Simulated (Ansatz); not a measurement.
The reference is MgO (space group P6_3/mmc, No. 194; a = 3.494 Å, c = 4.194 Å; a cell from a computed database, its experimental status unchecked). Axes: x lies along a and z along c of the hexagonal cell.

Levels (all Ansatz, an electronic-structure program, PAW): PBEsol (420 eV, scalar-relativistic without spin-orbit coupling); HSE06 (420 eV, scalar-relativistic without spin-orbit coupling).

Its gap is 3.27 eV with PBEsol and 5.00 eV with HSE06.

Perturbation: the cell is compressed by 1.70 % along x with no lateral relaxation; the atoms relax in the strained cell.

With PBEsol the gap becomes 3.35 eV.

**Question.** If the HSE06 correction stayed the same, what would the HSE06 gap be, and what does the HSE06 run give?

**Answer.** A rigid correction of +1.73 eV gives 5.08 eV. The HSE06 run gives 5.09 eV, so the two effects roughly add.

Single points use the geometry relaxed with PBEsol. Whether these cells are dynamically stable was not tested. This is not the structure that MgO has at room temperature and ambient pressure.
